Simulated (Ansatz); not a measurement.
**TiSi2, pressure series**

Base system: TiSi$_{2}$ (space group Cmcm, No. 63).

```yaml
crystal:
  lattice:
    - [1.75733, -6.67455, 0.00000]
    - [1.75733, 6.67455, 0.00000]
    - [0.00000, 0.00000, 3.55702]
  atoms:
    - { symbol: Si, position: [0.93997, 0.06003, 0.75000] }
    - { symbol: Si, position: [0.06003, 0.93997, 0.25000] }
    - { symbol: Si, position: [0.25043, 0.74957, 0.75000] }
    - { symbol: Si, position: [0.74957, 0.25043, 0.25000] }
    - { symbol: Ti, position: [0.60249, 0.39751, 0.75000] }
    - { symbol: Ti, position: [0.39751, 0.60249, 0.25000] }
```

Cell and atoms are relaxed at each pressure.

Method: PBEsol/PAW in Ansatz (a first-principles code), no spin-orbit coupling, earlier PAW set.

Notes on the quantities. enthalpy: H = E + PV relative to the base's energy.

```json
[
 {"change": "base", "density": "4.14 g/cm³", "enthalpy": "–", "shortest interatomic distance": "2.394 Å"},
 {"change": "pressure −1 GPa", "density": "?", "enthalpy": "-0.09 eV/atom", "shortest interatomic distance": "?"},
 {"change": "pressure 0.3 GPa", "density": "4.15 g/cm³", "enthalpy": "+0.03 eV/atom", "shortest interatomic distance": "2.393 Å"},
 {"change": "pressure 0.7 GPa", "density": "4.16 g/cm³", "enthalpy": "+0.06 eV/atom", "shortest interatomic distance": "2.392 Å"},
 {"change": "pressure 1.5 GPa", "density": "4.19 g/cm³", "enthalpy": "+0.13 eV/atom", "shortest interatomic distance": "2.390 Å"},
 {"change": "pressure 3 GPa", "density": "4.23 g/cm³", "enthalpy": "+0.26 eV/atom", "shortest interatomic distance": "2.386 Å"},
 {"change": "pressure 5 GPa", "density": "4.28 g/cm³", "enthalpy": "+0.43 eV/atom", "shortest interatomic distance": "2.381 Å"},
 {"change": "pressure 7.5 GPa", "density": "4.35 g/cm³", "enthalpy": "+0.63 eV/atom", "shortest interatomic distance": "2.375 Å"},
 {"change": "pressure 10 GPa", "density": "4.41 g/cm³", "enthalpy": "+0.84 eV/atom", "shortest interatomic distance": "2.370 Å"}
]
```

Question: Fill in the withheld entries from the trend.

Answer: 
- pressure −1 GPa, density: 4.11 g/cm³
- pressure −1 GPa, shortest interatomic distance: 2.396 Å

Load acts through the strain it causes; cell and atoms are relaxed under it. Whether these cells are dynamically stable was not tested. Competing high-pressure phases were not computed. All final runs are without spin polarisation.
